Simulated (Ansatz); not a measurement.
Cost and result by functional for the surface energy of the (100) surface of bcc Li in its 1x1 cell, outermost plane spacing 1.72 Å in the ideal cut, in Ansatz (plane waves, PAW). Single points on the PBE structure, on one kind of machine; costs are rough ratios of the slab run's core time (references not counted) to the cheapest single point. r2SCAN's cost holds its higher cutoff (500 against 420 eV). Differences are taken against r2SCAN for comparison alone: no measured value is at hand, so the table doesn't rank accuracy.

Model: 7-atom slab, 10.3 Å thick at the start (thin: gaps and levels are the slab's own), 11x11x1 mesh, Fermi-Dirac 0.1 eV, dipole correction, all atoms relaxed; symmetry of the start imposed; no spin, no spin-orbit, no U. These notes are the PBE run's.

```json
[
 {"functional": "PBEsol", "relative cost": "1", "surface energy (J/m²)": "0.49", "less r2SCAN (J/m²)": "0.02"},
 {"functional": "RPBE", "relative cost": "1", "surface energy (J/m²)": "0.43", "less r2SCAN (J/m²)": "-0.04"},
 {"functional": "LDA", "relative cost": "1", "surface energy (J/m²)": "0.52", "less r2SCAN (J/m²)": "0.05"},
 {"functional": "r2SCAN", "relative cost": "2", "surface energy (J/m²)": "0.47", "less r2SCAN (J/m²)": "0.00"},
 {"functional": "PBE (the relaxed run's value)", "relative cost": "–", "surface energy (J/m²)": "0.47", "less r2SCAN (J/m²)": "0.00"}
]
```

The values span 0.09 J/m², while the single points' costs differ by a factor of roughly 2. Differences are of unrounded values.

Ansatz is a program for electronic structure.
